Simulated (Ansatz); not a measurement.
The reference is ZnO in the wurtzite structure (space group P6_3mc, No. 186; a = 3.2352 Å, c = 5.2114 Å).

Method: DFT with r2SCAN, PAW potentials and a 500 eV plane-wave cutoff in Ansatz (a quantum-chemistry and plane-wave program), without spin-orbit coupling.

For the base:

The shortest interatomic distance is 1.970 Å. The electron mass is 0.19 mₑ (at Γ), the band gap is 1.24 eV and the width of the top valence band is 1.83 eV.

The change: cell and atoms relaxed at a pressure of 30 GPa.

What does the calculation give for the shortest interatomic distance, electron mass, band gap and width of the top valence band after the change?

The shortest interatomic distance drops by 0.093 Å to 1.877 Å; the electron mass changes from 0.19 mₑ (at Γ) to 0.22 mₑ (at Γ); the band gap rises by 0.21 eV, from 1.24 eV to 1.45 eV; the width of the top valence band increases by 0.37 eV (1.83 eV → 2.20 eV).

Load acts through the strain it causes; cell and atoms are relaxed under it. Masses are band curvatures over ±0.01 Å⁻¹ around the edge. Stability against distortions was not tested. Measured, ZnO leaves this structure (for rock salt) near 9.1 GPa (temperature not stated; as listed in Datta, Sujoy, Jana, Debnarayan, arXiv (2020)), on rising pressure, with hysteresis.
